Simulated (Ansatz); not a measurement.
Abridged Ansatz (a program for electronic structure) output:

```
Pseudopotential: Nb, paw, valence charge 13
Pseudopotential: Tl, paw, valence charge 13
Crystal: 8 atoms, lattice volume = 147.172 Å³
Basis set: ecut = 420 eV, 2897 PW (Γ), exchange–correlation on 72×72×72 points (8 copies of the dense FFT grid, shifted against one another)
Bands: 60, of which v1, the nominal top of the filled ones, is band 52 counted from 1 (51 counted from 0)
Symmetry: 48 space group operations
k-points: 35 of 729
Functional: x = pbesol(κ = 0.804, μ = 0.12345679012345678), c = pbesol(β = 0.046)
SCF iter   1: F=—  HF=-49562.998290 eV  |F-HF|=—  |Δ(HF+E_count)|=         —  Δρ=6.46e-3  dr2=5.65e-2  ethr=1.77e-3  ⟨swp⟩=6.0  Hψ=8071  notcnv=0  defer=4
SCF iter   2: F=—  HF=-49562.983871 eV  |F-HF|=—  |Δ(HF+E_count)|=   1.44e-2  Δρ=3.41e-3  dr2=1.59e-2  ethr=5.43e-5  ⟨swp⟩=1.3  Hψ=2644  notcnv=0  defer=13
SCF 1 converged in 7 iterations: F = -49562.978873 eV  dr2 = 3.88e-10
SCF converged after 7 iterations
Free energy (F): -49562.978873 eV
Internal energy: -49562.881556 eV  (E = F + TS)
E sigma→0 (E₀):  -49562.930215 eV
Entropy (-TS):   -0.097317 eV (-12.165 meV/atom)
Fermi energy:    17.454281 eV
--- Forces (eV/Å), atoms counted from 1 ---
  atom   1  Nb    -0.00000000     0.00000000     0.00000000
  atom   2  Nb     0.00000000    -0.00000000    -0.00000000
  atom   3  Nb    -0.00000000     0.00000000     0.00000000
  atom   4  Nb     0.00000000    -0.00000000     0.00000000
  atom   5  Nb     0.00000000     0.00000000     0.00000000
  atom   6  Nb     0.00000000     0.00000000     0.00000000
  atom   7  Tl     0.00000000     0.00000000     0.00000000
  atom   8  Tl     0.00000000    -0.00000000     0.00000000
--- Stress (GPa, compression-positive) ---
       -0.000088       0.000000       0.000000
       -0.000000      -0.000088       0.000000
        0.000000       0.000000      -0.000088
  P = ⅓ Tr σ = -0.0001 GPa (-0.001 kbar)
```

Q: What was computed, and what are the main results?

A: Nb3Tl, 8 atoms in the cell, with plane-wave PAW DFT at the PBEsol level (Ansatz, 420 eV), scalar-relativistic without spin-orbit coupling. The last SCF converged to F = -49562.978873 eV, or -6195.3724 eV per atom, at a pressure of 0.00 GPa. The total energy compares only with runs of the same code, potentials and settings.

No phonon test of stability was made. All final runs are without spin polarisation. The cell was made from Nb3Ga by this change: Ga → Tl; the result is a model cell.
